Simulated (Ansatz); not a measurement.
Functionals compared on the (110) surface of rock-salt TiC in its 1x1 cell (cut with top plane C + Ti, bottom plane C + Ti), outermost plane spacing 1.53 Å in the ideal cut, in Ansatz (plane waves, PAW). The structure was relaxed with PBE; the other rows are single points on it, each with its references at the same level. Cutoff 420 eV (500 eV for r2SCAN).

Slab: 16 atoms, C8Ti8, 10.7 Å thick at the start; k 12x9x1, smearing 0.1 eV, dipole-corrected; all atoms relaxed; symmetry of the start imposed; no spin, no spin-orbit, no U. These notes are the PBE run's.

```json
[
 {"functional": "PBE", "surface energy (J/m²)": "3.62", "work function of the top face (eV)": "3.92", "rough cost of the single point": "–"},
 {"functional": "LDA", "surface energy (J/m²)": "4.13", "work function of the top face (eV)": "4.27", "rough cost of the single point": "about 70 core-seconds (a rough figure)"},
 {"functional": "PBEsol", "surface energy (J/m²)": "…", "work function of the top face (eV)": "…", "rough cost of the single point": "about 70 core-seconds (a rough figure)"},
 {"functional": "RPBE", "surface energy (J/m²)": "3.37", "work function of the top face (eV)": "3.75", "rough cost of the single point": "about 70 core-seconds (a rough figure)"},
 {"functional": "r2SCAN", "surface energy (J/m²)": "3.90", "work function of the top face (eV)": "3.97", "rough cost of the single point": "about 120 core-seconds (a rough figure)"}
]
```

Task: Complete the blanks.

Result: 
- PBEsol, surface energy (J/m²): 3.95
- PBEsol, work function of the top face (eV): 3.99

Ansatz is a quantum-chemistry and plane-wave program.
